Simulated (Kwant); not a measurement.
Model system: wire with a side stub in a Si two-dimensional gas. Effective mass 0.19 mₑ, grid spacing 3.3 nm, hard walls, nominal width 70 nm (21 grid rows, so walls 72.6 nm apart), one parabolic valley, scattering region 300 nm long along x; energies count from the band bottom; Fermi energy swept from 0.00015833 to 0.0018802 eV. Closed stub on one side, 71 nm wide and 140 nm deep.

Constants are typed, rounded textbook-type inputs, not results; the design itself was drawn at random and stands for no fabricated device.

Kwant, effective-mass tight-binding model on a square grid, one spin, coherent transport at 0 K. Conductance is in e²/h.

Q: How many channels do the leads carry at E = 0.650 meV?

A: The hard-wall thresholds are n² ħ²π²/(2mW²) = n² × 0.375 meV with W = 72.6 nm. √(0.650/0.375) = 1.32, so 1.
